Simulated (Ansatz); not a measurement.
Results of LDA (Ansatz, a first-principles code, PAW) for ZrMo (model structure, within 0.1 Å of Pm-3m, No. 221, 4 atoms in the cell).

Settings: plane-wave cutoff 520 eV, 12×18×12 k mesh (along the axes of the cell as run), Fermi–Dirac smearing 0.05 eV, no spin polarisation, scalar-relativistic PAW data made under PBE.

Cell (relaxed at this level):

```yaml
crystal:
  lattice:
    - [4.62901, 0.00000, 0.00000]
    - [0.00000, 3.27442, 0.00000]
    - [0.00000, 0.00000, 4.62808]
  atoms:
    - { symbol: Mo, position: [0.25000, 0.00000, 0.74998] }
    - { symbol: Mo, position: [0.75000, 0.00000, 0.25002] }
    - { symbol: Zr, position: [0.25000, 0.50000, 0.25000] }
    - { symbol: Zr, position: [0.75000, 0.50000, 0.75000] }
```

Q: Predict the bulk modulus B0.

A: 
- bulk modulus B0: 170 GPa

Note: the run has no spin polarisation, so it can have missed a magnetic state; the bulk modulus is −V dP/dV from two relaxed cells at ±2 % in volume.

Static lattice: no zero-point or thermal effects.

A model structure was made by putting elements into a prototype or built by hand; it is no filed structure, need not be a known phase, and can be a saddle point held by its symmetry.
